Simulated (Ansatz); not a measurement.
InS (Pnnm, No. 58, 8 atoms in the cell; start mp-630528) was calculated with PBE0 (plane waves, PAW; Ansatz, a first-principles code).

Numerical settings: plane-wave cutoff 460 eV, 8×2×8 k mesh (along the axes of the cell as run), Fermi–Dirac smearing 0.01 eV, scalar-relativistic PAW data made under PBE.

Cell (relaxed with PBEsol):

```
CELL_PARAMETERS angstrom
      3.94918     0.00000    -0.07657
      0.00000    10.68131     0.00000
     -3.86404     0.00000     4.45352
ATOMIC_POSITIONS crystal
  In 0.12003 0.12010 0.12004
  In 0.87997 0.87990 0.87996
  In 0.87997 0.62010 0.37996
  In 0.12003 0.37990 0.62004
  S  0.01027 0.65040 0.01024
  S  0.98973 0.34960 0.98976
  S  0.98973 0.15040 0.48976
  S  0.01027 0.84960 0.51024
```

### Question
Give the computed band gap, smallest direct gap on the k points sampled and direct gap at Γ.

### Answer

band gap: 2.22 eV
smallest direct gap on the k points sampled: 2.95 eV
direct gap at Γ: 3.34 eV

Note: cell and atoms aren't relaxed at this level (pressure 1.0 GPa).

Spin–orbit coupling is not included.

The result took around 29 core-minutes (rough).

A start named mp-… is a Materials Project structure, which need not be a measured phase.
